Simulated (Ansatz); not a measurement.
Take CdS in the wurtzite structure (space group P6_3mc, No. 186) as the base.

```yaml
crystal:
  lattice:
    - [4.07411, 0.00000, 0.00000]
    - [-2.03706, 3.52828, 0.00000]
    - [0.00000, 0.00000, 6.63675]
  atoms:
    - { symbol: Cd, position: [0.33333, 0.66667, 0.00038] }
    - { symbol: Cd, position: [0.66667, 0.33333, 0.50038] }
    - { symbol: S, position: [0.33333, 0.66667, 0.37662] }
    - { symbol: S, position: [0.66667, 0.33333, 0.87662] }
```

Cartesian axes are those of the cell as printed.

Level of theory: Ansatz (a program for electronic structure) LDA, no SOC.

Strains are applied to the cell and any free atomic positions relax; under biaxial strain the out-of-plane vector relaxes too.

One change was made to it. Results:

```csv
quantity,base,after
volume per atom,23.85 Å³,24.28 Å³
band gap,1.03 eV,1.00 eV
"valence-band top at Γ (three highest levels, from the VBM)","0.00, 0.00, -0.06 eV","0.00, -0.04, -0.04 eV"
```

**Question.** Which change produced these results?
(A) biaxial strain +0.60 %, plane normal [001], relaxed out of plane
(B) biaxial strain +1.80 %, plane normal [001], relaxed out of plane
(C) biaxial strain +2.40 %, plane normal [001], relaxed out of plane
(D) biaxial strain +1.20 %, plane normal [001], relaxed out of plane
(E) biaxial strain +3.00 %, plane normal [001], relaxed out of plane

**Answer.** B, biaxial strain +1.80 %, plane normal [001], relaxed out of plane. For comparison, the valence-band top at Γ in the other runs: biaxial strain +0.60 %, plane normal [001], relaxed out of plane gives 0.00, 0.00, -0.02 eV; biaxial strain +1.20 %, plane normal [001], relaxed out of plane gives 0.00, -0.01, -0.01 eV; biaxial strain +2.40 %, plane normal [001], relaxed out of plane gives 0.00, -0.06, -0.06 eV; biaxial strain +3.00 %, plane normal [001], relaxed out of plane gives 0.00, -0.09, -0.09 eV.

No phonon test of stability was made.
